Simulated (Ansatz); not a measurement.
A computed series for CdTe: response to strain

Take CdTe in the zinc blende structure (space group F-43m, No. 216; a = 6.5578 Å) as the base.

Strains are applied to the cell and any free atomic positions relax.

The values are results of Kohn–Sham DFT with the r2SCAN functional, run in Ansatz (a program for electronic structure) with PAW and 500 eV plane waves, no spin-orbit coupling, not measurements.

Candidates:
(a) isotropic strain +0.50 %
(b) isotropic strain +2.00 %
(c) isotropic strain +1.00 %
(d) isotropic strain +1.50 %

Base values:

The band gap is 1.17 eV.

Order them by band gap, lowest first.

(b) isotropic strain +2.00 % (0.98 eV), (d) isotropic strain +1.50 % (1.02 eV), (c) isotropic strain +1.00 % (1.07 eV), (a) isotropic strain +0.50 % (1.12 eV)

Spin-orbit coupling, missing from the scalar runs, can matter with Te. Whether these cells are dynamically stable was not tested.
